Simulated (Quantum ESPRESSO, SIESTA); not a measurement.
A SIESTA input for a self-consistent single point of MnS (Fm-3m, 4 atoms in the cell) (DFT, GGA PBE, numerical atomic orbitals DZP, PseudoDojo PBE standard norm-conserving potentials (rewritten from UPF to PSML)):

```
# files in the folder: Mn.psml S.psml (PseudoDojo PBE standard)
SystemName  MnS
SystemLabel MnS

NumberOfAtoms                4
NumberOfSpecies              2
%block ChemicalSpeciesLabel
  1 25 Mn
  2 16 S
%endblock ChemicalSpeciesLabel
LatticeConstant              6.111178 Ang
%block LatticeVectors
     0.816496590    0.408248295    0.408248295
     0.408248295    0.816496590    0.408248295
     0.408248295    0.408248295    0.816496590
%endblock LatticeVectors
AtomicCoordinatesFormat      Bohr
%block AtomicCoordinatesAndAtomicSpecies
     0.000000000    0.000000000    0.000000000  1
     9.429272269    9.429272269    9.429272269  1
     4.714636134    4.714636134    4.714636134  2
    14.143908403   14.143908403   14.143908403  2
%endblock AtomicCoordinatesAndAtomicSpecies

XC.functional                GGA
XC.authors                   PBE
PAO.BasisSize                DZP
PAO.EnergyShift              0.01 Ry
MeshCutoff                   300 Ry
%block kgrid.MonkhorstPack
    6   0   0  0.0
    0   6   0  0.0
    0   0   6  0.0
%endblock kgrid.MonkhorstPack
OccupationFunction           FD
ElectronicTemperature        232.09 K
Spin                         polarized
%block DM.InitSpin
  1 +5.00
  2 -5.00
  3 +0.00
  4 +0.00
%endblock DM.InitSpin

MaxSCFIterations             150
SCF.Mixer.Method             Pulay
SCF.Mixer.Weight             0.1
SCF.Mixer.History            6
SCF.DM.Tolerance             1.0E-05
Diag.ParallelOverK           true
WriteForces                  true
Charge.Mulliken              end
```

Translate this input to Quantum ESPRESSO.

This is the input that was run; spellings and numerical settings could be chosen otherwise.

```fortran
&CONTROL
  calculation = 'scf',
  outdir = './work',
  pseudo_dir = './',
  verbosity = 'high',
  tprnfor = .true.,
  tstress = .true.,
/
&SYSTEM
  ibrav = 0,
  nat = 4,
  ntyp = 3,
  ecutwfc = 50,
  ecutrho = 400,
  occupations = 'smearing',
  smearing = 'fd',
  degauss = 0.00147,
  nspin = 2,
  starting_magnetization(1) = 0.333,
  starting_magnetization(2) = -0.333,
/
&ELECTRONS
  conv_thr = 1.0e-11,
  mixing_beta = 0.2,
/
ATOMIC_SPECIES
Mn1   54.9380  mn_pbe_v1.5.uspp.F.UPF
Mn2   54.9380  mn_pbe_v1.5.uspp.F.UPF
S     32.0600  s_pbe_v1.4.uspp.F.UPF
CELL_PARAMETERS {bohr}
   9.4292722687     4.7146361344     4.7146361344
   4.7146361344     9.4292722687     4.7146361344
   4.7146361344     4.7146361344     9.4292722687
ATOMIC_POSITIONS {bohr}
Mn1   0.0000000000    0.0000000000    0.0000000000
Mn2   9.4292722687    9.4292722687    9.4292722687
S     4.7146361344    4.7146361344    4.7146361344
S    14.1439084031   14.1439084031   14.1439084031
K_POINTS {automatic}
6 6 6  0 0 0
```

Basis settings and potentials, where a program has them, do not carry over. This input uses DFT, PBE, plane waves, GBRV 1.5 ultrasoft (PBE) pseudopotentials. Both were run: pressure 7.05 GPa in SIESTA and 7.60 in Quantum ESPRESSO; gap on the mesh 0.636 eV in SIESTA and 0.332 in Quantum ESPRESSO; size of the net moment 0.00 μB/atom in SIESTA and 0.00 in Quantum ESPRESSO.

On SIESTA: the starting cell has typed, rounded lattice constants, without a prior relaxation at this level. Its lattice was rescaled by a random factor within 2.5 % of one. For this run, on top of that: lattice scaled by 0.98. The magnetic order is the one reached from the typed start; others were not searched systematically. Values carry the incompleteness of an atom-centred basis. With a pressure of about 7 GPa the cell is away from its equilibrium volume at this level.

On Quantum ESPRESSO: the starting cell has typed, rounded lattice constants, without a prior relaxation at this level. Its lattice was rescaled by a random factor within 2.5 % of one. For this run, on top of that: lattice scaled by 0.98. The magnetic order is the one reached from the typed start; others were not searched systematically. With a pressure of about 8 GPa the cell is away from its equilibrium volume at this level.
